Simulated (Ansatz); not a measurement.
## PrRh₂ (Fd-3m, No. 227)

The numbers are results of r²SCAN in Ansatz (plane waves, PAW), not measurements.

Numerical settings: plane-wave cutoff 560 eV, 12×12×12 k mesh, Fermi–Dirac smearing 0.05 eV, spin-polarised with parallel moments, scalar-relativistic PAW data made under PBE.

Cell: relaxed at this level.

| Quantity | Value |
|---|---|
| equilibrium lattice constant a | 7.552 Å |
| bulk modulus B0 | 150 GPa |

Note: the magnetic order was assumed, not searched for or taken from measurement; the 4f shell is treated without U or exact exchange, so its levels and filling can be wrong; the bulk modulus is −V dP/dV from two relaxed cells at ±2 % in volume.

Spin–orbit coupling is not included.

The computed numbers hold no vibrational or temperature effects.

Ansatz is an electronic-structure program.
